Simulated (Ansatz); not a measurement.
Base system: Bi$_{2}$Se$_{3}$ in the Bi2Te3 type structure (space group R-3m, No. 166).

```
CELL_PARAMETERS angstrom
      2.07220     1.19638     9.48183
     -2.07220     1.19638     9.48183
      0.00000    -2.39277     9.48183
ATOMIC_POSITIONS crystal
  Bi 0.40088 0.40088 0.40088
  Bi 0.59912 0.59912 0.59912
  Se 0.00000 0.00000 0.00000
  Se 0.21052 0.21052 0.21052
  Se 0.78948 0.78948 0.78948
```

Levels (all Ansatz, a first-principles code, PAW, earlier PAW set): PBE-D3(BJ) (420 eV, no SOC); r2SCAN (500 eV, no spin-orbit coupling).

The geometry is relaxed with PBE-D3(BJ).

| Property | Result |
|---|---|
| PBE-D3(BJ) band gap | 0.16 eV |
| PBE-D3(BJ) gap character | direct at Γ |
| PBE-D3(BJ) width of the top valence band | 1.43 eV |

Problem. Predict the band gap, gap character and width of the top valence band from r2SCAN.

Solution. The band gap increases by 0.27 eV (0.16 eV → 0.43 eV); the gap character is still direct at Γ; the width of the top valence band increases by 0.02 eV, from 1.43 eV to 1.45 eV.

Single points use the geometry relaxed with PBE-D3(BJ). With Bi present, leaving out spin-orbit coupling can change the band edges. No phonon test of stability was made. The zero or small gap of Bi2Se3 can change with the level of theory.
